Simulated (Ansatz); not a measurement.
Base system: BeTe in the rock salt structure (space group Fm-3m, No. 225; a = 5.3027 Å; a hypothetical phase, not in the database extracts checked; relaxed with 0.1 eV smearing). Axes: x, y, z lie along the cube axes.

One thing is altered: tensile biaxial strain of 0.84 % in the plane normal to [111], as in epitaxy on a mismatched substrate; the out-of-plane cell vector and the atoms relax.

Levels (all Ansatz, a first-principles code, PAW): PBEsol (420 eV, no spin-orbit coupling); r2SCAN (500 eV, no spin-orbit coupling).

The geometry is relaxed with PBEsol.

- PBEsol pressure: -0.8 GPa

With r2SCAN at the same geometry, the pressure increases by 2.74 GPa to 2.0 GPa.

Single points use the geometry relaxed with PBEsol. Their cutoffs differ, which shifts pressures a little. No phonon test of stability was made. The final runs are not spin-polarised.
